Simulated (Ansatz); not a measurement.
Reference: BP (F-43m), HSE06, rigid bands (plane waves, PAW, scalar-relativistic; Ansatz, an electronic-structure program); geometry: cell and atoms relaxed with PBEsol.

```cif
data_B4P4
_chemical_formula_sum 'B4 P4'
_space_group_name_H-M_alt 'F-43m'
_space_group_IT_number 216
_space_group_name_Hall 'F -4 2 3'
_cell_length_a 4.52016
_cell_length_b 4.52016
_cell_length_c 4.52016
_cell_angle_alpha 90.000
_cell_angle_beta 90.000
_cell_angle_gamma 90.000
loop_
_atom_site_label
_atom_site_type_symbol
_atom_site_symmetry_multiplicity
_atom_site_Wyckoff_symbol
_atom_site_fract_x
_atom_site_fract_y
_atom_site_fract_z
_atom_site_occupancy
B1 B 4 a 0.00000 0.00000 0.00000 1
P1 P 4 d 0.75000 0.75000 0.75000 1
```
(The calculation used a cell of 2 atoms; values per cell refer to that cell.)

| Item | Result |
|---|---|
| band gap | 1.95 eV |
| electron conductivity mass | 0.32 mₑ |
| Seebeck coefficient, n-type 1e19 cm⁻³ | -331 μV/K |

### Question
Swap B for Al, keeping the structure type. How do these values move?

### Answer
AlP (F-43m): volume per atom 11.5 to 20.5 Å³; band gap rises (1.95 eV to 2.28 eV); electron conductivity mass stays about the same (0.32 mₑ to 0.33 mₑ); Seebeck coefficient, n-type 1e19 cm⁻³ falls in size (-331 μV/K to -260 μV/K).

### Question
Replace B by In on the same sites and relax. What happens?

### Answer
InP (F-43m): volume per atom 11.5 to 25.4 Å³; band gap falls (1.95 eV to 1.45 eV); electron conductivity mass falls (0.32 mₑ to 0.095 mₑ); Seebeck coefficient, n-type 1e19 cm⁻³ falls in size (-331 μV/K to -61 μV/K).

### Question
Replace B by Ga on the same sites and relax. What happens?

### Answer
GaP (F-43m): volume per atom 11.5 to 20.1 Å³; band gap rises (1.95 eV to 2.25 eV); electron conductivity mass rises (0.32 mₑ to 0.34 mₑ); Seebeck coefficient, n-type 1e19 cm⁻³ stays about the same (-331 μV/K to -329 μV/K).

Moves up to 5 % count as about the same. Masses are for dilute carriers at 300 K, harmonic means over directions unless an axis is named. Seebeck coefficients are for the stated density at 300 K, with one relaxation time for all states and whether or not that doping can be reached. Spin-orbit coupling is left out.
